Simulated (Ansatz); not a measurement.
Consider Ir vacancy in fcc Ir, neutral cell. Calculation: PBE, PAW (plane waves to 420 eV; Ansatz, a program for electronic structure).

Cell of 32 host sites held at the relaxed PBE lattice; a 3×3×3 k-point mesh shifted by half a step; Fermi-Dirac width 0.10 eV, spin-restricted; finite-size errors left in. Static, classical nuclei. Spin-orbit coupling is left out. Forms of the defect that were not tried may lie lower.

Barriers: single points on a 5×5×5 k-point mesh shifted by half a step at the bands' geometries.

Relaxed starting cell (atoms counted from 1):

```
Ir
1.0
    7.74197     0.00000     0.00000
    0.00000     7.74197     0.00000
    0.00000     0.00000     7.74197
Ir
31
Direct
  0.99964   0.99989   0.50142
  0.99967   0.49999   0.00157
  0.99974   0.50002   0.50132
  0.49975   0.00001   0.00143
  0.49980   0.00000   0.50144
  0.49986   0.50000   0.00141
  0.49975   0.49993   0.50152
  0.99979   0.24873   0.25010
  0.99960   0.24884   0.75267
  0.99968   0.75138   0.25023
  0.99962   0.75117   0.75270
  0.49986   0.24986   0.25144
  0.49975   0.24975   0.75148
  0.49972   0.75009   0.25139
  0.49961   0.75015   0.75159
  0.24843   0.99983   0.25013
  0.24821   0.99993   0.75288
  0.24976   0.49998   0.25136
  0.24979   0.49993   0.75162
  0.75084   0.99990   0.25045
  0.75107   0.00004   0.75278
  0.74977   0.49999   0.25148
  0.74974   0.50001   0.75160
  0.24861   0.24871   0.00146
  0.24963   0.24981   0.50146
  0.24852   0.75104   0.00131
  0.24975   0.75000   0.50145
  0.75104   0.24861   0.00160
  0.74975   0.24996   0.50150
  0.75103   0.75130   0.00150
  0.74965   0.74994   0.50155
```

End state 1 differs by these moves (Å; atoms that move under 0.08 Å are left out):

| atom | element | Δx | Δy | Δz |
|---|---|---|---|---|
| 10 | Ir | 0.00 | 1.92 | -1.92 |

Question: Predict the forward and backward barriers to end state 1 from PBE, PAW.

Answer: forward 2.69 eV, backward 2.69 eV; at the saddle point atom 10 has neighbours 4 Ir at 2.51, 4 Ir at 3.01 Å. The saddle point's order was not checked, and it lies on a symmetry element of the cell, where a band can be held.
